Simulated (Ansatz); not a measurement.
By PBEsol, the system below comes out a metal.

A figure of merit of an interconnect metal is its ballistic conductance per area.

Consider the following.

```
Mg
1.0
    5.14120     0.00000     0.00000
    0.00000     5.49410     0.00000
    0.00000     2.74705     1.58601
Mg
2
Direct
  0.75000   0.66667   0.00000
  0.25000   0.33333   0.00000
```

The cell is taken as given.

The current flows along the normal of the first two printed cell vectors, the (110) plane of the conventional cell. No spin-orbit coupling; the value is a mean over 0.1 eV about the Fermi level.

Task: Compute, with PBEsol run with Ansatz (an electronic-structure program), the ballistic conductance per area.

Result: 0.77 × 10¹⁵ S/m² for both spins.
